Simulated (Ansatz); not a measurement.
Input:

```yaml
crystal:
  lattice:
    - [2.11724, -5.23265, 0.00000]
    - [2.11724, 5.23265, 0.00000]
    - [0.00000, 0.00000, 3.80126]
  atoms:
    - { symbol: Y, position: [0.14060, 0.85940, 0.25000] }
    - { symbol: Y, position: [0.85940, 0.14060, 0.75000] }
    - { symbol: Si, position: [0.42389, 0.57611, 0.25000] }
    - { symbol: Si, position: [0.57611, 0.42389, 0.75000] }
```

Calculation: PBEsol, DFPT electron-phonon coupling, linearised Boltzmann equation (plane waves, PAW, scalar-relativistic; Ansatz, a program for electronic structure). Cell: relaxed with this functional, without spin-orbit coupling.

Problem. Estimate the phonon-limited resistivity at 300 K, by direction if it differs.

Solution. 67 (x), 35 (y), 11.5 (z) μΩ·cm.

Problem. And the electrons' mean free path at that temperature?

Solution. 8.2 (x), 9.0 (y), 7.8 (z) nm, weighted by the current that each state carries. Wires not much wider than this gain resistivity from their walls.

A metal at this level (no band gap). Only scattering by harmonic phonons is included (no impurities, grain boundaries, electron-electron scattering or thermal expansion). Spin-orbit coupling is left out. Halving the electron mesh (24x24x24) moves the resistivity by up to 8 % at 300 K, the mean free path by up to 4 %. Smearing 0.20 eV; phonons on a 4x4x4 q mesh, which this run doesn't test.
